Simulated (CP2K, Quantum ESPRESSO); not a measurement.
A CP2K input for a self-consistent single point of KTaO₃ (Pm-3m, 5 atoms in the cell) (DFT PBE, GPW, DZVP-MOLOPT-SR-GTH basis, GTH-PBE potentials (GTH_POTENTIALS)):

```
&GLOBAL
  PROJECT scf
  RUN_TYPE ENERGY_FORCE
  PRINT_LEVEL MEDIUM
&END GLOBAL
&FORCE_EVAL
  METHOD Quickstep
  STRESS_TENSOR ANALYTICAL
  &DFT
    BASIS_SET_FILE_NAME BASIS_MOLOPT
    POTENTIAL_FILE_NAME GTH_POTENTIALS
    &QS
      METHOD GPW
      EPS_DEFAULT 1E-10
    &END QS
    &MGRID
      CUTOFF 500
      REL_CUTOFF 60
      NGRIDS 5
    &END MGRID
    &SCF
      SCF_GUESS ATOMIC
      EPS_SCF 1E-6
      MAX_SCF 100
      ADDED_MOS 8
      &DIAGONALIZATION
        ALGORITHM STANDARD
      &END DIAGONALIZATION
      &MIXING
        METHOD BROYDEN_MIXING
        ALPHA 0.4
        NBUFFER 10
        BETA 1
      &END MIXING
    &END SCF
    &KPOINTS
      SCHEME MACDONALD 6 6 6 0.08333333333 0.08333333333 0.08333333333
    &END KPOINTS
    &XC
      &XC_FUNCTIONAL PBE
      &END XC_FUNCTIONAL
    &END XC
    &PRINT
      &MO
        EIGENVALUES T
        OCCUPATION_NUMBERS T
        NDIGITS 8
        FILENAME mo
        &EACH
          QS_SCF 0
        &END EACH
        ADD_LAST NUMERIC
      &END MO
      &MULLIKEN ON
      &END MULLIKEN
    &END PRINT
  &END DFT
  &SUBSYS
    &CELL
      ABC 3.99523900 3.99523900 3.99523900
      ALPHA_BETA_GAMMA 90.00000000 90.00000000 90.00000000
      PERIODIC XYZ
    &END CELL
    &COORD
      K        1.99761950     1.99761950     1.99761950
      Ta       0.00000000     0.00000000     0.00000000
      O        0.00000000     1.99761950     0.00000000
      O        1.99761950     0.00000000     0.00000000
      O        0.00000000     0.00000000     1.99761950
    &END COORD
    &KIND K
      BASIS_SET DZVP-MOLOPT-SR-GTH-q9
      POTENTIAL GTH-PBE-q9
    &END KIND
    &KIND Ta
      BASIS_SET DZVP-MOLOPT-SR-GTH-q13
      POTENTIAL GTH-PBE-q13
    &END KIND
    &KIND O
      BASIS_SET DZVP-MOLOPT-SR-GTH-q6
      POTENTIAL GTH-PBE-q6
    &END KIND
  &END SUBSYS
  &PRINT
    &FORCES ON
    &END FORCES
    &STRESS_TENSOR ON
    &END STRESS_TENSOR
  &END PRINT
&END FORCE_EVAL
```

**Question.** Translate this input to Quantum ESPRESSO.

**Answer.** One input that does it (others would too):

```fortran
&control
 calculation = 'scf'
 prefix = 'KTaO3'
 outdir = './out'
 pseudo_dir = './'
 tprnfor = .true.
 tstress = .true.
/
&system
 ibrav = 0
 nat = 5
 ntyp = 3
 ecutwfc = 85
 occupations = 'fixed'
 nbnd = 22
/
&electrons
 conv_thr = 1.0e-11
/
ATOMIC_SPECIES
K     39.0983  K.upf
Ta   180.9479  Ta.upf
O     15.9990  O.upf
ATOMIC_POSITIONS angstrom
K     1.9976195000    1.9976195000    1.9976195000
Ta    0.0000000000    0.0000000000    0.0000000000
O     0.0000000000    1.9976195000    0.0000000000
O     1.9976195000    0.0000000000    0.0000000000
O     0.0000000000    0.0000000000    1.9976195000
K_POINTS automatic
6 6 6  0 0 0
CELL_PARAMETERS angstrom
   3.9952390000     0.0000000000     0.0000000000
   0.0000000000     3.9952390000     0.0000000000
   0.0000000000     0.0000000000     3.9952390000
```

Basis settings and potentials, where a program has them, do not carry over. This input uses DFT, PBE, plane waves, PseudoDojo standard norm-conserving (PBE) pseudopotentials. Both were run: pressure 1.26 GPa in CP2K and 3.29 in Quantum ESPRESSO; gap on the mesh 2.105 eV in CP2K and 2.227 in Quantum ESPRESSO.

On CP2K: the starting cell comes from a database of computed structures (which also holds hypothetical and non-ambient phases and stackings), without a prior relaxation at this level. Its lattice was rescaled by a random factor within 2.5 % of one. For this run, on top of that: lattice scaled by 0.98. Spin-orbit coupling is off. Values carry the incompleteness of an atom-centred basis.

On Quantum ESPRESSO: the starting cell comes from a database of computed structures (which also holds hypothetical and non-ambient phases and stackings), without a prior relaxation at this level. Its lattice was rescaled by a random factor within 2.5 % of one. For this run, on top of that: lattice scaled by 0.98. Spin-orbit coupling is off. With a pressure of about 3 GPa the cell is away from its equilibrium volume at this level.
